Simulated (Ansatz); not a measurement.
## TiO₂ (P4_2/mnm): band-edge transport data

```
TiO2
1.0
    4.59124     0.00000     0.00000
    0.00000     4.59124     0.00000
    0.00000     0.00000     2.93902
Ti O
2 4
Cartesian
  2.29562   2.29562   0.00000
  0.00000   0.00000   1.46951
  3.19349   3.19349   1.46951
  1.39776   1.39776   1.46951
  3.69338   0.89787   0.00000
  0.89787   3.69338   0.00000
```

All values below come from PBEsol with spin-orbit coupling, rigid bands (plane waves, PAW; Ansatz, a program for electronic structure). Geometry: cell and atoms relaxed with PBEsol.

```yaml
band_gap: 1.87 eV
electron conductivity mass (300 K, dilute): 1.11 (x), 1.11 (y), 0.88 (z) mₑ
hole conductivity mass (300 K, dilute): 1.97 (x), 1.97 (y), 3.0 (z) mₑ
effective density of states N_c (300 K): 1.1e20 cm⁻³
effective density of states N_v (300 K): 1.1e20 cm⁻³
density_of_states_mass_electrons: 2.6 mₑ
density_of_states_mass_holes: 2.6 mₑ
Seebeck coefficient, n-type 1e19 cm⁻³, 300 K: -517 μV/K
Seebeck coefficient, p-type 1e19 cm⁻³, 300 K: 412 μV/K
best p-type power factor at 300 K for τ = 10 fs (best axis; densities from 1e16 to 1e21 cm⁻³ tried, whether or not they can be reached): 7.7 μW/(cm·K²) at 3e20 cm⁻³
```

Rigid bands; masses and Seebeck coefficients take one relaxation time τ for all states and one kind of carrier; polarons and phonon drag are left out.
